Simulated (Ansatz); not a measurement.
Base system: NaCl in the rock salt structure (space group Fm-3m, No. 225; a = 5.601 Å). Axes: x, y, z lie along the cube axes.

Level of theory: Ansatz (a program for electronic structure), PBEsol, PAW, cutoff 420 eV, no spin-orbit coupling.

Base values:

The band gap comes out as 5.01 eV and the gap character is direct at Γ. The valence-band top at Γ comes out as 0.00, 0.00, 0.00 eV.

Modification: tensile biaxial strain of 0.42 % in the plane normal to [111], as in epitaxy on a mismatched substrate; the out-of-plane cell vector and the atoms relax.

Q: Predict the new out-of-plane strain.

A: The out-of-plane strain is -0.34 %.

Q: What does the calculation give for the band gap after the change?

A: The band gap decreases by 0.04 eV (5.01 eV → 4.97 eV).

Q: Predict the new gap character.

A: The gap character remains direct at Γ.

Q: What does the calculation give for the valence-band top at Γ after the change?

A: The valence-band top at Γ (three highest levels, from the VBM) changes from 0.00, 0.00, 0.00 eV to 0.00, -0.03, -0.03 eV.

Whether these cells are dynamically stable was not tested. Labels are those of the standard path for the cell's own space group.
